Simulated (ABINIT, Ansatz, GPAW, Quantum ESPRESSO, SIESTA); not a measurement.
Code comparison for Ru (P6_3/mmc, 2 atoms in the cell)

Self-consistent single point, at a second geometry (lattice scaled by 0.98). First geometry:

```
Ru
1.0
    2.75576     0.00000     0.00000
   -1.37788     2.38656     0.00000
    0.00000     0.00000     4.34365
Ru
2
Direct
  0.33333   0.66667   0.25000
  0.66667   0.33333   0.75000
```

Shared settings, as Ansatz (a first-principles code) writes them: kpoints.mp_grid.grid = 18 18 10; scf.occupations.method = gaussian; scf.occupations.width = 0.0073 Ry. Potentials and cutoffs stand in the table.

```
code                                                                                                                                model  ΔF from the first geometry (meV/atom)  pressure (GPa)       cutoff
----------------  -----------------------------------------------------------------------------------------------------------------------  -------------------------------------  --------------  -----------
Ansatz                                                                                                                     PBE, PAW files                                  -10.1            7.57      30.9 Ry
SIESTA            GGA PBE, numerical atomic orbitals DZP, PseudoDojo PBE standard norm-conserving potentials (rewritten from UPF to PSML)                                   -7.7            8.67  grid 300 Ry
Quantum ESPRESSO                                                                           PBE, GBRV 1.5 ultrasoft (PBE) pseudopotentials                                  -11.9            7.31        40 Ry
ABINIT                                                                                                        PBE, PAW (JTH v2.0 PBE PAW)                                  -10.3            7.67        20 Ha
GPAW                                                                                         PBE, GPAW PAW datasets PBE (gpaw-data 1.0.1)                                  -12.5            6.83       600 eV
```

On Ansatz's run: spin polarisation is off.

The spread over the programs that give each value: ΔF from the first geometry within 4.8 meV/atom; pressure within 1.84 GPa.

SIESTA uses small atom-centred bases, whose incompleteness enters pressures, forces and empty levels differently from a plane-wave cutoff. Ansatz's pressure is given at a fixed set of plane waves, as the other plane-wave codes print theirs; with its correction for the finite basis it is 7.81 GPa (the shift of 0.24 GPa shows how far the cutoff is from converged). In the pressure, SIESTA (by 1.23) lies more than 1 GPa from the median of the plane-wave programs.

The starting cell comes from a database of computed structures (which also holds hypothetical and non-ambient phases and stackings), without a prior relaxation at this level. Its lattice was rescaled by a random factor within 2.5 % of one. For this run, on top of that: lattice scaled by 0.98.

Left out of this page: Elk and FLEUR (not drawn, or without a comparable value).

Keys are those of Ansatz 0.2.
